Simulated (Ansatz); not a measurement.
The starting structures come from a database of crystals and need not be the phases stable at ambient conditions.

```
CELL_PARAMETERS angstrom
      4.50617     0.00000     0.00000
      0.00000     6.34882     0.00000
      0.00000     0.00000     4.64136
ATOMIC_POSITIONS crystal
  Al 0.00000 0.00000 0.00000
  In 0.50000 0.50000 0.50000
  Sb 0.50000 0.76663 0.00000
  Sb 0.00000 0.23337 0.50000
```

Space group of this cell: Pmm2. The cell is strained (lengths along the current scaled by 1.03, ions clamped); by r2SCAN its mean pressure is -1.4 GPa.

Transport runs along the normal of the first two printed cell vectors.

The gap is the functional's own, uncorrected, and κ follows it; spin-orbit coupling is left out. Mid-gap values are interpolated between the computed energies.

Q: Predict the band gap and the smallest decay constant κ at mid-gap from r2SCAN in Ansatz (a program for electronic structure).

A: Gap 0.71 eV on a 8×6×8 mesh; κ = 0.045 1/Å, at the zone centre.
